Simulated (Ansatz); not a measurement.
Take InAs in the zinc blende structure (space group F-43m, No. 216) as the base.

```yaml
crystal:
  lattice:
    - [0.00000, 3.04368, 3.04368]
    - [3.04368, 0.00000, 3.04368]
    - [3.04368, 3.04368, 0.00000]
  atoms:
    - { symbol: As, position: [0.75000, 0.75000, 0.75000] }
    - { symbol: In, position: [0.00000, 0.00000, 0.00000] }
```

Cartesian axes are those of the cell as printed.

Computed with DFT with PBEsol, PAW potentials and a 420 eV plane-wave cutoff in Ansatz (a program for electronic structure), no spin-orbit coupling, earlier PAW set.

For the base:

The shortest interatomic distance is 2.636 Å. The pressure is 0.0 GPa and the band gap is zero.

One thing is altered: the cell is compressed by 0.62 % along x with no lateral relaxation; the atoms relax in the strained cell.

Problem. How does this affect the shortest interatomic distance, pressure, energy relative to the base and band gap?

Solution. The shortest interatomic distance falls by 0.0054 Å (2.636 Å → 2.630 Å); the pressure (mean of the normal stresses, compression positive) goes from zero to 0.4 GPa; the energy is nearly the same; the band gap stays zero.

Whether these cells are dynamically stable was not tested. All final runs are without spin polarisation. Gaps under 0.05 eV, about the width of the smearing, are given as zero. The zero or small gap of InAs can change with the level of theory.
